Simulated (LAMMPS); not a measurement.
LAMMPS 22 Jul 2025, classical MD, EAM (W_zhou.eam.alloy): W, 1458 atoms.

| Property | Value |
|---|---|
| task | MD, nve |
| potential | EAM, W_zhou.eam.alloy |
| copies of the repeat unit | 9×9×9 |
| shape (slab and sphere leave vacuum in the box) | bulk |
| steps | 2000 |
| timestep | 2 fs |
| thermo | 50 |
| newton | on (default) |
| atom_modify sort (bins of 2 Å where set) | 1000 (default) |
| comm_style | brick (default) |
| box | 28.5 × 28.5 × 28.5 Å |
| start | generated bcc lattice, warmed in an untimed run |

All runs start from one configuration, warmed at this fixed volume for 1000 steps under a thermostat at 1600 K. The run at a skin of 2 Å has a mean temperature of 1570 K and a mean pressure of 5.6 GPa.

One run each, on a shared machine, so no times are given.

With neigh_modify every 1 delay 0 check yes, skins of 0.1, 0.3, 0.5, 1, 1.5, 2, 3 Å were run. Further schedules:
- skin 1 Å, every 20 delay 0 check no
- skin 2 Å, every 100 delay 0 check no
- skin 1 Å, every 1 delay 10 check yes
- skin 0.3 Å, every 100 delay 0 check no
- skin 0.3 Å, every 10 delay 0 check yes
- skin 2 Å, every 1 delay 10 check yes
- skin 1 Å, every 100 delay 0 check no

A schedule rebuilds too seldom if it shows a dangerous build, rebuilds less often than the check at every step does at that skin, or fails.

How often does the distance check rebuild the lists at each skin, and which schedules rebuild too seldom?

With the check at every step the rebuilds are 687 at 0.1 Å, 279 at 0.3 Å, 170 at 0.5 Å, 80 at 1 Å, 31 at 1.5 Å, 0 at 2 Å, 0 at 3 Å. Too seldom: skin 0.3 Å, every 100 delay 0 check no; skin 0.3 Å, every 10 delay 0 check yes; skin 1 Å, every 100 delay 0 check no.

| setting | rebuilds | dangerous builds | list entries an atom | change of the total energy (meV/atom) |
|---|---|---|---|---|
| skin 0.1 Å, every 1 delay 0 check yes | 687 | — | 68.3 | +0.084 |
| skin 0.3 Å, every 1 delay 0 check yes | 279 | — | 74.6 | +0.084 |
| skin 0.5 Å, every 1 delay 0 check yes | 170 | — | 81.8 | +0.084 |
| skin 1 Å, every 1 delay 0 check yes | 80 | — | 86.1 | +0.084 |
| skin 1.5 Å, every 1 delay 0 check yes | 31 | — | 107 | +0.084 |
| skin 2 Å, every 1 delay 0 check yes | 0 | — | 132 | +0.084 |
| skin 3 Å, every 1 delay 0 check yes | 0 | — | 166 | +0.084 |
| skin 1 Å, every 20 delay 0 check no | 100 | not counted | 86.1 | +0.084 |
| skin 2 Å, every 100 delay 0 check no | 20 | not counted | 132 | +0.084 |
| skin 1 Å, every 1 delay 10 check yes | 80 | 0 | 86.1 | +0.084 |
| skin 0.3 Å, every 100 delay 0 check no | 20 | not counted | 74.6 | +0.084 |
| skin 0.3 Å, every 10 delay 0 check yes | 200 | 200 | 74.6 | +0.084 |
| skin 2 Å, every 1 delay 10 check yes | 0 | 0 | 132 | +0.084 |
| skin 1 Å, every 100 delay 0 check no | 20 | not counted | 86.1 | +0.084 |

Where the energy changes as in the checked runs, the late rebuilds cost nothing that shows in this run. List entries are as LAMMPS prints them (Ave neighs/atom).
